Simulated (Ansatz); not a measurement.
## LuPd₃ (Pm-3m, No. 221)

The numbers are results of PBEsol (PAW; Ansatz, a quantum-chemistry and plane-wave program), not measurements.

Run with plane-wave cutoff 500 eV, 14×14×14 k mesh, Fermi–Dirac smearing 0.1 eV, scalar-relativistic PAW data made under PBE.

Cell (relaxed at this level):

```cif
data_LuPd3
_chemical_formula_sum 'Lu1 Pd3'
_space_group_name_H-M_alt 'Pm-3m'
_space_group_IT_number 221
_space_group_name_Hall '-P 4 2 3'
_cell_length_a 4.01757
_cell_length_b 4.01757
_cell_length_c 4.01757
_cell_angle_alpha 90.000
_cell_angle_beta 90.000
_cell_angle_gamma 90.000
loop_
_atom_site_label
_atom_site_type_symbol
_atom_site_symmetry_multiplicity
_atom_site_Wyckoff_symbol
_atom_site_fract_x
_atom_site_fract_y
_atom_site_fract_z
_atom_site_occupancy
Lu1 Lu 1 a 0.00000 0.00000 0.00000 1
Pd1 Pd 3 c 0.00000 0.50000 0.50000 1
```

For LuPd₃ (Pm-3m, No. 221), the band gap is zero (no gap).

Spin–orbit coupling is not included.

Static lattice: no zero-point or thermal effects.

Cost on a shared machine: roughly 2.7 core-minutes.
